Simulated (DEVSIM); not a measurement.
Structure: Si n+/n-/n+ resistor, at 300 K.

```csv
layer (left to right),material,thickness (μm),Nd (cm⁻³),τn (s),τp (s)
1,Si,0.550,9.5e17,0.00018,0.00018
2,Si,0.330,4.6e12,0.00018,0.00018
3,Si,0.300,2.6e18,0.00018,0.00018
```

Left contact: ohmic. Right contact: ohmic. Voltage is applied to the left contact. Recombination: SRH at mid-gap. Mobility is constant in doping.

The device is made up for the run: typed textbook-type constants, with dimensions and the other settings drawn at random. Values at 300 K.

| parameter | Si |
|---|---|
| gap (eV) | 1.124 |
| affinity (eV) | 4.05 |
| permittivity | 11.7 |
| Nc (cm⁻³) | 2.86e19 |
| Nv (cm⁻³) | 3.1e19 |
| μn (cm²/Vs) | 1417 |
| μp (cm²/Vs) | 470 |

Model (solved in DEVSIM): 1D drift-diffusion, Boltzmann statistics, complete ionisation; no tunnelling, impact ionisation, image-force lowering or self-heating.

Q: Tabulate band edges, carrier densities and field at zero bias.

A: Energies count from the Fermi level of the right contact; mesh points crowd at the junctions.

```
x (μm)   Ec (eV)  Ev (eV)  n (cm⁻³)  p (cm⁻³)  field (V/cm)
-------  -------  -------  --------  --------  ------------
0.000      0.088   -1.036    9.5e17       120           ≈ 0
0.01971    0.088   -1.036    9.5e17       120           ≈ 0
0.05719    0.088   -1.036    9.5e17       120           ≈ 0
0.1196     0.088   -1.036    9.5e17       120           ≈ 0
0.2750     0.088   -1.036    9.5e17       120           ≈ 0
0.4101     0.088   -1.036    9.5e17       120           ≈ 0
0.4812     0.088   -1.036    9.5e17       120           ≈ 0
0.5312     0.088   -1.036    9.4e17       120           880
0.5510     0.120   -1.004    2.8e17       420         47000
0.5710     0.173   -0.951    3.6e16      3300         16000
0.6048     0.209   -0.915    9.0e15     13000          7000
0.6940     0.238   -0.886    2.8e15     41000           810
0.7764     0.230   -0.894    3.9e15     30000         -3100
0.8300     0.202   -0.922    1.2e16      9900         -8500
0.8705     0.137   -0.987    1.5e17       800        -34000
0.8865     0.064   -1.060    2.4e18     < 1e2         -8600
0.9102     0.062   -1.062    2.6e18     < 1e2           ≈ 0
0.9530     0.062   -1.062    2.6e18     < 1e2           ≈ 0
1.047      0.062   -1.062    2.6e18     < 1e2           ≈ 0
1.112      0.062   -1.062    2.6e18     < 1e2           ≈ 0
1.153      0.062   -1.062    2.6e18     < 1e2           ≈ 0
1.180      0.062   -1.062    2.6e18     < 1e2           ≈ 0
```
